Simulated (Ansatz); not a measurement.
Start from Hf in the hcp (Mg type) structure (space group P6_3/mmc, No. 194; a = 3.1591 Å, c = 4.9999 Å).

All numbers come from Ansatz (a program for electronic structure) PBEsol, scalar-relativistic without spin-orbit coupling.

For the base:

```
Property           Result
---------------  --------
Volume per atom  21.61 Å³
```

The change: a negative pressure, −1 GPa.

Task: How does this affect the volume per atom?

Result: The volume per atom increases by 0.19 Å³ to 21.80 Å³.

Load acts through the strain it causes; cell and atoms are relaxed under it. Stability against distortions was not tested. The final runs are not spin-polarised.
